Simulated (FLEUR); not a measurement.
Worked example: self-consistent single point of RbTl₃ (Fm-3m, 4 atoms in the cell) in FLEUR.

Computed with LDA (Vosko-Wilk-Nusair), all-electron FLAPW (FLEUR), scalar-relativistic valence in FLEUR.

The change in words: lattice scaled by 0.98. Reference geometry:
```
CELL_PARAMETERS angstrom
      0.00000     4.18059     4.18059
      4.18059     0.00000     4.18059
      4.18059     4.18059     0.00000
ATOMIC_POSITIONS crystal
  Rb 0.00000 0.00000 0.00000
  Tl 0.25000 0.25000 0.25000
  Tl 0.75000 0.75000 0.75000
  Tl 0.50000 0.50000 0.50000
```

Reference input (self-consistent single point, DFT, LDA (Vosko-Wilk-Nusair), all-electron FLAPW (FLEUR), scalar-relativistic valence): Kmax = 3.8 1/bohr; GmaxXC = 13.3 1/bohr; xcFunctional = vwn; jspins = 1; l_soc = F; mode = gauss; fermiSmearingEnergy = 0.00367493 Htr; mesh (inpgen div1-3) = 7 7 7; inpgen gamma flag = false; Gmax = 13.3 1/bohr; numbands = 0; maxIterBroyd = 40. This run's input differs from it in these lines:

```diff
@@ -3,5 +3,5 @@
 &input film=f /
-0.0000000000 7.9001682496 7.9001682496
-7.9001682496 0.0000000000 7.9001682496
-7.9001682496 7.9001682496 0.0000000000
+-0.0000000000 7.7421644689 7.7421644689
+7.7421644689 -0.0000000000 7.7421644689
+7.7421644689 7.7421644689 -0.0000000000
 1.0
@@ -46,5 +46,5 @@
          <bravaisMatrix>
-            <row-1>    0.0000000000000000     7.9001682496000001     7.9001682496000001</row-1>
-            <row-2>    7.9001682496000001     0.0000000000000000     7.9001682496000001</row-2>
-            <row-3>    7.9001682496000001     7.9001682496000001     0.0000000000000000</row-3>
+            <row-1>    0.0000000000000000     7.7421644689000004     7.7421644689000004</row-1>
+            <row-2>    7.7421644689000004     0.0000000000000000     7.7421644689000004</row-2>
+            <row-3>    7.7421644689000004     7.7421644689000004     0.0000000000000000</row-3>
          </bravaisMatrix>
```

The program printed (abridged):

```
 Iteration:     1   Distance:       4.95649226 me/bohr^3
 Iteration:     2   Distance:       4.62215265 me/bohr^3
 Iteration:     3   Distance:       1.27542930 me/bohr^3
 Iteration:     4   Distance:       0.29923697 me/bohr^3
 Iteration:     5   Distance:       0.25774024 me/bohr^3
   [... 6 lines left out ...]
 Iteration:    12   Distance:       0.00018446 me/bohr^3
 Iteration:    13   Distance:       0.00003729 me/bohr^3
 Iteration:    14   Distance:       0.00001328 me/bohr^3
 Iteration:    15   Distance:       0.00000660 me/bohr^3
 Run finished successfully
 Stop message:
   Structural relaxation: Done

[file out, last iteration]
             iter=     16
[...]
          total density-effective poten   -1.1286494361E+05
          total charge density-energy d   -1.2100832513E+03
 Updated energy parameters for spin:           1
[...]
 fermi energy and band-weighting factors:

[...]
FERMIE:
          first approx. to ef    (T=0)  :   0.197449 htr   (energy of the highest occ. eigenvalue)
          number of occ. states  (T=0)  :        479
          first approx. to seigv (T=0)  :  -8.870215 htr
          sum of weights of occ. states :  24.017493
          sum of semicore charge        :   0.000000 e
          fermi energy=   0.19989 har   work function=  -5.43932 ev
          number of valence electrons=  48.00000
     band-weighting factor for spin=    1
   [... lines left out ...]
          total moment                 =     0.00000
 Direct bandgap for spin            1 :    1.1227320567313459E-002  Htr
 ---->    free energy=                    -63811.7843126154 htr
   [... lines left out ...]
 TOTAL FORCE FOR ATOM TYPE=  1  X=  0.000   Y=  0.000   Z=  0.000
                       FX_TOT= 0.000000 FY_TOT= 0.000000 FZ_TOT= 0.000000
 TOTAL FORCE FOR ATOM TYPE=  2  X=  3.871   Y=  3.871   Z=  3.871
                       FX_TOT= 0.000000 FY_TOT= 0.000000 FZ_TOT= 0.000000
 TOTAL FORCE FOR ATOM TYPE=  3  X=  7.742   Y=  7.742   Z=  7.742
                       FX_TOT= 0.000000 FY_TOT= 0.000000 FZ_TOT= 0.000000
 Structural relaxation: Done
```

The run converged in 15 iterations. FLEUR gives forces in its relaxation mode, with a further iteration, so its stop message speaks of a relaxation. Against the reference run the total energy drops by 46.2 meV/atom.

The starting cell comes from a database of computed structures (which also holds hypothetical and non-ambient phases and stackings), without a prior relaxation at this level. Its lattice was rescaled by a random factor within 2.5 % of one. For this run, on top of that: lattice scaled by 0.98. Spin-orbit coupling is off. Values depend on the basis (sphere radii, cutoffs, local orbitals), which need not be converged. The log's line on a gap gives a spacing of levels on this mesh, which the program prints for metals too.

Cost on one core of a shared machine: roughly 70 s.
